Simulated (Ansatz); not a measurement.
Cubic perovskite KCdF3 was calculated with LDA (PAW; Ansatz, a program for electronic structure).

Run with plane-wave cutoff 520 eV, 8×8×8 k mesh, Fermi–Dirac smearing 0.01 eV, scalar-relativistic PAW data made under PBE.

Cell (relaxed at this level):

CdKF₃ is modelled in the cubic space group Pm-3m (No. 221), the cubic perovskite structure, Pearson symbol cP5. Cell: a = b = c = 4.3040 Å, α = β = γ = 90.00°. K on 1a has 12 F at 3.043 Å (cuboctahedral). Cd on 1b has 6 F at 2.152 Å (octahedral). F on 3c is surrounded by 2 Cd at 2.152 Å and 4 K at 3.043 Å (octahedral). (Neighbours: up to the widest gap in distance over summed covalent radii, below 1.35, at either atom; cation-cation and far metal-metal contacts left out.)

Problem. Predict the bulk modulus B0, band gap, smallest direct gap on the k points sampled and pressure derivative B′ of the bulk modulus.

Solution. 
- bulk modulus B0: 74.4 GPa
- band gap: 2.82 eV
- smallest direct gap on the k points sampled: 4.98 eV
- pressure derivative B′ of the bulk modulus: 4.9

Note: the relaxation could not lower the start's symmetry, so the cell can be a saddle point above a distorted one.

Spin–orbit coupling is not included.

The result took roughly 60 core-seconds.
